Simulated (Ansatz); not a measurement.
Take Au in the fcc (Cu type) structure (space group Fm-3m, No. 225; a = 4.048 Å) as the base.

Method: LDA/PAW in Ansatz (a program for electronic structure), spin-orbit coupling left out.

Before the change:

```
Item                      Value
-------------------  ----------
Lattice parameter a  7.650 bohr
```

The change: hydrostatic tension (pressure −1 GPa).

### Question
Estimate the effect on the lattice parameter a.

### Answer
The lattice parameter a goes up by 0.013 bohr (7.650 bohr → 7.663 bohr).

Load acts through the strain it causes; cell and atoms are relaxed under it. Whether these cells are dynamically stable was not tested.
